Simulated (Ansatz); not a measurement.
Consider WSe2 (space group Fm-3m, No. 225; a = 6.168 Å; ferromagnetic; a hypothetical phase, not in the database extracts checked).

All numbers come from Ansatz (an electronic-structure program) PBEsol, without spin-orbit coupling.

Before the change:

| Item | Result |
|---|---|
| Largest site moment | 1.10 μB |
| Shortest interatomic distance | 2.671 Å |

The change: full substitution W → Cr; the structure is relaxed again.

Q: What does the calculation give for the largest site moment after the change?

A: The largest site moment increases by 1.51 μB, from 1.10 μB to 2.61 μB.

Q: Predict the new shortest interatomic distance.

A: The shortest interatomic distance falls by 0.037 Å, from 2.671 Å to 2.634 Å.

The magnetic state is the one reached from the starting moments; the real material's order can differ, and small cells can't hold many antiferromagnetic ones. Stability against distortions was not tested. As relaxed here, CrSe2 is a hypothetical phase, not in the database extracts checked.
